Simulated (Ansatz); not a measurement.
The parent structure is ZrSi in the rock salt structure (space group Fm-3m, No. 225; a = 5.397 Å; a hypothetical phase, not in the database extracts checked).

(Cell as relaxed with PBE.)

Levels (all Ansatz, a quantum-chemistry and plane-wave program, PAW, earlier PAW set): PBE (420 eV, spin-orbit coupling left out); PBEsol (420 eV, no spin-orbit coupling).

Each level relaxes its own structure.

```tsv
base	PBE	PBEsol
volume per atom	19.65 Å³	19.05 Å³
lattice parameter a	5.397 Å	5.342 Å
band gap	zero	zero
```

One thing is altered: a hydrostatic pressure of 7 GPa.

| quantity | PBE | PBEsol |
|---|---|---|
| shortest interatomic distance | 2.649 Å | ? |
| band gap | zero | ? |

Given the PBE results, estimate those of PBEsol.


- shortest interatomic distance, PBEsol: 2.625 Å
- band gap, PBEsol: zero

PBE's shortest interatomic distance lies 0.024 Å above PBEsol's (0.9 %); the two agree on the band gap. Neither level is exact; PBEsol is the comparison here, not a measurement.

Load acts through the strain it causes; cell and atoms are relaxed under it. No phonon test of stability was made. Competing high-pressure phases were not computed. The final runs are not spin-polarised.
